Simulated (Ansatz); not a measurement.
Worked calculations on one periodic cell of amorphous Ga$_{24}$O$_{38}$Ti: Ga24O38Ti, 63 atoms, volume 785.5 Å³, made by a melt-quench on the CHGNet potential and relaxed with DFT. O atoms were pushed apart under 1.9 Å during the dynamics, to hinder bonds among them. It is a model cell: composition and starting density were chosen by hand, and all elements were melted together. Cycles of charging were run to anneal it. Method: PBE, scalar-relativistic without spin-orbit coupling (plane waves to 420 eV, PAW; Ansatz, a first-principles code). Sampling: a 2×2×2 Γ-centred mesh; Fermi-Dirac width 0.02 eV; no spin polarisation. Its volume was held where the quench left it, its shape was free, and it stands at a mean pressure of 0.1 GPa with stress components up to 0.1 GPa; the relaxation ran on the zone centre alone. Its density went from a set 4.92 to 4.92 g/cm³. The cell is small and was quenched far faster than a real film, so it is one sample of the glass.

Task: Count formal charges (Ga +3, O -2, Ti +4). What does the count lead one to expect at the Fermi level, and what does the calculation give?

Result: 24 × (+3) + 38 × (-2) + 1 × (+4) = 0. The charges balance, so the anion-derived valence states can be full and a gap can open. On this mesh the highest filled and lowest empty level lie 1.84 eV apart, the PBE gap of this cell, with a localised state at one edge or both.

Four energies for a hole at PBE on the zone centre alone (charged cells in a uniform background, spin-polarised): neutral at the neutral geometry -114871.373 eV; charged at the neutral geometry -114877.215 eV; charged and relaxed -114877.333 eV; neutral at the charged geometry -114871.144 eV.

Task: Find the two relaxation energies and their sum, the reorganisation energy.

Result: On charging: -114877.215 − (-114877.333) = 0.118 eV. On discharging: -114871.144 − (-114871.373) = 0.229 eV. The sum is 0.347 eV. The carrier's level spreads over 7 of the 63 atoms' worth, so it counts as partly localised, most on one O atom with neighbours Ga 1.79 Å, Ga 1.84 Å (neutral geometry). The values are uncorrected: the image energy of a point charge in this cell, 2.84 × 14.40 / (2 × 9.2) = 2.2 eV before screening, is screened by electrons alone at the fixed geometry and by ions too after relaxing, and the carrier can be spread before it relaxes, so each term can be off by up to that value times 1/ε∞, some tenths of an eV. PBE's self-interaction favours spread-out carriers, so a hybrid can localise more.
